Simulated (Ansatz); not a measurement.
Consider BN in the zinc blende structure (space group F-43m, No. 216).

```yaml
crystal:
  lattice:
    - [0.00000, 1.80284, 1.80284]
    - [1.80284, 0.00000, 1.80284]
    - [1.80284, 1.80284, 0.00000]
  atoms:
    - { symbol: B, position: [0.00000, 0.00000, 0.00000] }
    - { symbol: N, position: [0.25000, 0.25000, 0.25000] }
```

Cartesian axes are those of the cell as printed.

Method: PBEsol in Ansatz (plane waves to 420 eV, PAW, scalar-relativistic without spin-orbit coupling).

Before the change:

| Item | Result |
|---|---|
| Band gap | 4.30 eV |
| Electron mass | 0.89 mₑ along k, 0.29 mₑ across (at X) |
| Smallest direct gap | 8.81 eV |
| Valence-band top at Γ | 0.00, 0.00, 0.00 eV |

It is then changed as follows: uniaxial strain ε_zz = −2.00 %, all other strain components held at zero; the atoms relax in the strained cell.

### Question
Predict the new band gap, electron mass, smallest direct gap and valence-band top at Γ.

### Answer
The band gap shrinks by 0.35 eV to 3.95 eV; the electron mass changes from 0.89 mₑ along k, 0.29 mₑ across (at X) to 0.85 mₑ along k, 0.30 mₑ across (at X); the smallest direct gap decreases by 0.13 eV to 8.68 eV; the valence-band top at Γ (three highest levels, from the VBM) goes from 0.00, 0.00, 0.00 eV to 0.00, -0.20, -0.20 eV.

Masses are band curvatures over ±0.01 Å⁻¹ around the edge. Along k means along the line from Γ to the band edge. Whether these cells are dynamically stable was not tested.

Ansatz is an electronic-structure program.
